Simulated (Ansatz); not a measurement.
Take Ca in the fcc (Cu type) structure (space group Fm-3m, No. 225; a = 5.527 Å; relaxed with 0.1 eV smearing) as the base.

Method: PBE/PAW in Ansatz (an electronic-structure program), spin-orbit coupling left out.

Before the change:

| Quantity | Value |
|---|---|
| Band gap | zero |
| Pressure | 0.0 GPa |

One thing is altered: the cell is scaled by 0.9800 in all directions, atoms relaxed at fixed cell.

Problem. Predict the new energy relative to the base, band gap and pressure.

Solution. The energy rises by 8.8 meV/atom; the band gap is still zero; the pressure goes from zero to 1.2 GPa.

The cells carry an imposed strain or load. Whether these cells are dynamically stable was not tested.
